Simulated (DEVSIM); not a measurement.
## abrupt Si p-n junction

System: abrupt Si p-n junction, at 300 K.

```
layer (left to right)  material  thickness (μm)  Nd (cm⁻³)  Na (cm⁻³)  τn (s)  τp (s)
---------------------  --------  --------------  ---------  ---------  ------  ------
1                            Si            16.0          -     3.1e18  6.1e-6  6.1e-6
2                            Si            20.0     3.6e15          -  6.1e-6  6.1e-6
```

Left contact: ohmic. Right contact: ohmic. Voltage is applied to the left contact. Recombination: SRH at mid-gap, radiative. Mobility is μmin + (μ − μmin)/(1 + (N/Nref)^α).

This is a model device: material constants are rounded textbook-type values typed into the input, and sizes, dopings and lifetimes were drawn at random. Values at 300 K.

| parameter | Si |
|---|---|
| gap (eV) | 1.124 |
| affinity (eV) | 4.05 |
| permittivity | 11.7 |
| Nc (cm⁻³) | 2.86e19 |
| Nv (cm⁻³) | 3.1e19 |
| μn (cm²/Vs) | 1417 |
| μp (cm²/Vs) | 470 |
| μn,min | 52 |
| μp,min | 45 |
| Nref,n | 9.7e16 |
| Nref,p | 2.2e17 |
| αn | 0.68 |
| αp | 0.72 |
| B (cm³/s) | 4.7e-15 |

Simulated with DEVSIM: 1D drift-diffusion, Boltzmann statistics, complete ionisation; no tunnelling, impact ionisation, image-force lowering or self-heating.

```
Quantity                                            Value
---------------------------------------------  ----------
Potential step across the device at zero bias     0.832 V
Largest field in the device at zero bias       98000 V/cm
Dark forward voltage at 1 A/cm²                   0.630 V
Dark forward voltage at 100 A/cm²                 0.807 V
```

Small-signal capacitance in reverse bias (quasi-static):

```json
[
 {"V (V)": "-0.2", "C (nF/cm²)": "18.2"},
 {"V (V)": "-0.5", "C (nF/cm²)": "15.7"},
 {"V (V)": "-1", "C (nF/cm²)": "13.2"},
 {"V (V)": "-1.5", "C (nF/cm²)": "11.6"},
 {"V (V)": "-2", "C (nF/cm²)": "10.4"},
 {"V (V)": "-3", "C (nF/cm²)": "8.93"},
 {"V (V)": "-4", "C (nF/cm²)": "7.93"},
 {"V (V)": "-5", "C (nF/cm²)": "7.20"},
 {"V (V)": "-6.5", "C (nF/cm²)": "6.41"},
 {"V (V)": "-8", "C (nF/cm²)": "5.84"},
 {"V (V)": "-10", "C (nF/cm²)": "5.27"}
]
```

Dark forward current:

(V (V), J (A/cm²)): (0.05, 1.4e-9); (0.10, 5.8e-9); (0.15, 2.3e-8); (0.20, 1.1e-7); (0.25, 6.0e-7); (0.30, 3.7e-6); (0.35, 2.5e-5); (0.40, 0.00017); (0.45, 0.0011); (0.50, 0.0078); (0.60, 0.35); (0.65, 2.0); (0.70, 8.8); (0.75, 30); (0.80, 88); (0.85, 230); (0.90, 510); (0.95, 1000); (1.00, 1800); (1.05, 2800)
